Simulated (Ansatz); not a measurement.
NbP (model structure, started from the CsCl type, Pm-3m, No. 221, 2 atoms in the cell) was calculated with r²SCAN (PAW; Ansatz, a program for electronic structure).

Numerical settings: plane-wave cutoff 560 eV, 18×18×18 k mesh, Fermi–Dirac smearing 0.05 eV, no spin polarisation, scalar-relativistic PAW data made under PBE.

Cell (relaxed at this level):

```cif
data_NbP
_chemical_formula_sum 'Nb1 P1'
_space_group_name_H-M_alt 'Pm-3m'
_space_group_IT_number 221
_space_group_name_Hall '-P 4 2 3'
_cell_length_a 3.10790
_cell_length_b 3.10790
_cell_length_c 3.10790
_cell_angle_alpha 90.000
_cell_angle_beta 90.000
_cell_angle_gamma 90.000
loop_
_atom_site_label
_atom_site_type_symbol
_atom_site_symmetry_multiplicity
_atom_site_Wyckoff_symbol
_atom_site_fract_x
_atom_site_fract_y
_atom_site_fract_z
_atom_site_occupancy
Nb1 Nb 1 a 0.00000 0.00000 0.00000 1
P1 P 1 b 0.50000 0.50000 0.50000 1
```

Problem. Give the computed bulk modulus.

Solution. 
- bulk modulus: 197 GPa

Note: the run has no spin polarisation, so it can have missed a magnetic state; the bulk modulus is −V dP/dV from two relaxed cells at ±2 % in volume; the relaxation could raise the start's symmetry but not lower it, so the cell can be a saddle point.

Computed values are for the static lattice.

It cost around 30 core-seconds (rough) of CPU time.

A model structure was made by putting elements into a prototype or built by hand; it is no filed structure, need not be a known phase, and can be a saddle point held by its symmetry.
